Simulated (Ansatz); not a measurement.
**A computed series for hypothetical CsCl type InP: pressure series**

Base system: InP in the CsCl type structure (space group Pm-3m, No. 221; a = 3.449 Å; a hypothetical phase, not in the database extracts checked).

Cell and atoms are relaxed at each pressure.

All numbers come from Ansatz (a program for electronic structure), PBE, PAW, cutoff 420 eV, scalar-relativistic without spin-orbit coupling.

```tsv
pressure (GPa)	volume per atom (Å³/atom)
-2	21.219
-1	?
0	20.509
0.3	20.415
0.7	20.293
1.5	20.062
3	19.662
5	19.194
7.5	18.681
```

Question: Fit the third-order Birch–Murnaghan form P(V) = (3B₀/2)[(V₀/V)^(7/3) − (V₀/V)^(5/3)]·[1 + (3/4)(B₀′ − 4)((V₀/V)^(2/3) − 1)] (squares taken in P) to the rows shown and predict the withheld row.

Answer: Least squares on the printed values gives V₀ = 20.511 Å³/atom, B₀ = 64.1 GPa, B₀′ = 4.8; this predicts 20.846 Å³/atom, and the run gives 20.849 Å³/atom, 0.003 higher.

Load acts through the strain it causes; cell and atoms are relaxed under it. Whether these cells are dynamically stable was not tested. No other phases were tried under pressure. The final runs are not spin-polarised.
